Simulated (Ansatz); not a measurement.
# Effect of x(Ba) = 0.75, 4 atoms, Pmmm on Ca

Start from Ca in the fcc (Cu type) structure (space group Fm-3m, No. 225; a = 5.455 Å).

The other end (x = 1) is Ba in the fcc (Cu type) structure (space group Fm-3m, No. 225; a model cell, its experimental status unchecked): 58.30 Å³/atom, gap zero; this end may not be an ambient phase.

The change: a fraction x = 0.75 of the Ca sites is given to Ba, ordered in a cell of 4 atoms (starting symmetry Pmmm) and fully relaxed.

All numbers come from PBEsol, PAW, 420 eV (Ansatz, an electronic-structure program; no SOC). Settings: 10×10×5 k-points, 0.05 eV Fermi–Dirac smearing, for the changed cell.

```json
[
 {"quantity": "volume per atom", "base": "40.59 Å³", "changed": "53.41 Å³", "shift": "+12.82 Å³"},
 {"quantity": "band gap", "base": "zero", "changed": "zero", "shift": "–"},
 {"quantity": "mixing energy (to 0.01 eV only: unlike meshes or grids) (against an end that may be hypothetical)", "base": "–", "changed": "+0.01 eV/atom", "shift": "–"},
 {"quantity": "deviation of the volume from the linear (Vegard-type) interpolation", "base": "–", "changed": "-0.9 %", "shift": "–"}
]
```

Cost of the whole job for the changed cell (relaxation, final SCF and bands): roughly 12 core-minutes.

Each cell is one ordered arrangement of few atoms, which overstates ordering effects compared with a random alloy. Stability against distortions was not tested. Under x(Ba) = 0.75, 4 atoms, Pmmm the cell changed shape so far that it is another structure. This is not the structure that Ba has at room temperature and ambient pressure.
